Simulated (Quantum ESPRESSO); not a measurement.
**Effort and miss along a sweep of conv_thr: Na (Im-3m, 1 atom in the cell)**

```
Na
1.0
   -2.11644     2.11644     2.11644
    2.11644    -2.11644     2.11644
    2.11644     2.11644    -2.11644
Na
1
Direct
  0.00000   0.00000   0.00000
```

Method of the run: PBE, SSSP 1.1.2 efficiency (PBE) pseudopotentials (plane waves; Quantum ESPRESSO).

Base settings: ecutwfc = 40 Ry; ecutrho = 320 Ry; occupations = smearing; smearing = methfessel-paxton; degauss = 0.0147 Ry; potentials = {Na: na_pbe_v1.5.uspp.F.UPF}; K_POINTS = automatic 9 9 9 0 0 0; conv_thr = 1e-10 Ry.

Misses are taken against the tightest run, 7.3e-14 Ry, which need not be fully converged itself.

The count of work is k-points × plane waves × bands × iterations; it is no time, and leaves out set-up, grids and terms that scale otherwise. 

The starting cell comes from a database of computed structures (which also holds hypothetical and non-ambient phases and stackings), without a prior relaxation at this level. Its lattice was rescaled by a random factor within 2.5 % of one.

The runs (conv_thr): 0.0073 Ry | 0.00073 Ry | 7.3e-05 Ry | 7.3e-06 Ry | 7.3e-07 Ry | 7.3e-08 Ry | 7.3e-10 Ry | 1e-10 Ry | 7.3e-12 Ry | 7.3e-14 Ry.

Which is the coarsest setting among those run that, with all tighter ones, holds the pressure within 0.5 GPa of the reference, and what does it save?

7.3e-07 Ry, off by 0.091 GPa; it needs 0.44 of the reference's count of work.

What does the step from 0.00073 Ry to 7.3e-10 Ry buy?

It takes the miss in the pressure from 2.5 to 0.003 GPa, for 2.5 times the count of work.

```csv
conv_thr,pressure less reference (GPa),count of work / reference
0.0073 Ry,-16.60,0.11
0.00073 Ry,2.48,0.22
7.3e-05 Ry,-1.07,0.33
7.3e-06 Ry,-1.07,0.33
7.3e-07 Ry,-0.09,0.44
7.3e-08 Ry,-0.09,0.44
7.3e-10 Ry,0.00,0.56
1e-10 Ry,0.00,0.78
7.3e-12 Ry,0.00,0.89
7.3e-14 Ry,0.00,1.0
```
